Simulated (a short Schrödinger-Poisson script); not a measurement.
System: gated Al0.3Ga0.7As/GaAs δ-doped gas, at 300 K.

| layer | material | thickness (nm) | Na (cm⁻³) |
|---|---|---|---|
| 1 | Al0.3Ga0.7As | 30 | - |
| 2 | Al0.3Ga0.7As | 3 | - |
| 3 | GaAs | 6000 | 4e15 |

Constants are typed, rounded textbook-type inputs, not results; the design itself was drawn at random and stands for no fabricated device. Al0.3Ga0.7As: permittivity 12.05, conduction-band edge (eV) 0.237, gap (eV) 1.798, electron mass (mₑ) 0.0919, Nv at 300 K (cm⁻³) 9e18. GaAs: permittivity 12.9, conduction-band edge (eV) 0, gap (eV) 1.424, Nv at 300 K (cm⁻³) 9e18.

Channel valleys (confinement mass, in-plane density-of-states mass, number): Γ 0.067, 0.067, 1. At the gate the conduction-band edge of layer 1 lies 0.99 eV − eVg above the Fermi level of the channel; the field vanishes at the back. Sheet of ionised δ-doping: +2.4e12 e/cm² at 30 nm from the gate. The barrier under the gate holds no holes. Gaps are held at their typed values at every temperature. Mesh 0.08 nm at interfaces.

From a short Schrödinger-Poisson script (our own, NumPy): 1D Poisson equation in equilibrium, electrons quantum, Hartree (BenDaniel-Duke, 40 states a valley, the channel's in-plane mass for all, wave functions free to enter the barrier), parabolic valleys, classical holes, full ionisation, no traps, pinning or gate leakage.

The same stack at other levels of the model or other numerical settings:

| run | sheet density of all electrons at Vg = 0.5 V (cm⁻²) | sheet density of all electrons at Vg = 0 V (cm⁻²) | capacitance at Vg = 0.5 V (μF/cm²) | centroid of the channel electrons at Vg = 0.5 V (nm) | rough cost against the base |
|---|---|---|---|---|---|
| base | 1.18e12 | 3.32e11 | 0.288 | 6.17 | about 1 |
| electrons treated as classical, Boltzmann | 1.27e12 | 3.65e11 | 0.303 | 3.66 | 0.02 |
| electrons treated as classical, Fermi-Dirac | 1.20e12 | 3.52e11 | 0.286 | 5.16 | 0.1 |
| electrons treated as quantum, Hartree plus LDA exchange-correlation | 1.20e12 | 3.43e11 | 0.290 | 5.90 | 2 |
| mesh six times as coarse | 1.18e12 | 3.32e11 | 0.288 | 6.12 | 0.2 |
| one subband a valley | 1.16e12 | 3.17e11 | 0.283 | 4.41 | 0.3 |

The classical rows ignore confinement, and Boltzmann statistics overrate the density once the band edge passes the Fermi level.
